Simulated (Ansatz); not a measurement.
Consider HgSe in the zinc blende structure (space group F-43m, No. 216; a = 6.1332 Å).

The change: full substitution Hg → Zn; the structure is relaxed again.

Levels (all Ansatz, a first-principles code, PAW, earlier PAW set): PBEsol (420 eV, no spin-orbit coupling); HSE06+SOC (420 eV, spin-orbit coupling included).

The geometry is relaxed with PBEsol.

- PBEsol lowest conduction level above the VBM at special points = Γ 1.23 eV; L 2.48 eV; X 2.81 eV
- PBEsol valence-band top at Γ = 0.00, 0.00, 0.00 eV

With HSE06+SOC at the same geometry, the lowest conduction level above the VBM at special points changes from Γ 1.23 eV; L 2.48 eV; X 2.81 eV to Γ 2.35 eV; L 3.54 eV; X 3.66 eV; the valence-band top at Γ (three highest Kramers pairs, from the VBM) becomes 0.00, 0.00, -0.43 eV (PBEsol: 0.00, 0.00, 0.00 eV). The threefold valence maximum splits by Δso ≈ 0.43 eV.

Single points use the geometry relaxed with PBEsol. Differences between runs with and without spin-orbit coupling are approximate. The levels and masses belong to the bands next to the band gap. Whether these cells are dynamically stable was not tested. The runs without spin-orbit coupling are not spin-polarised.
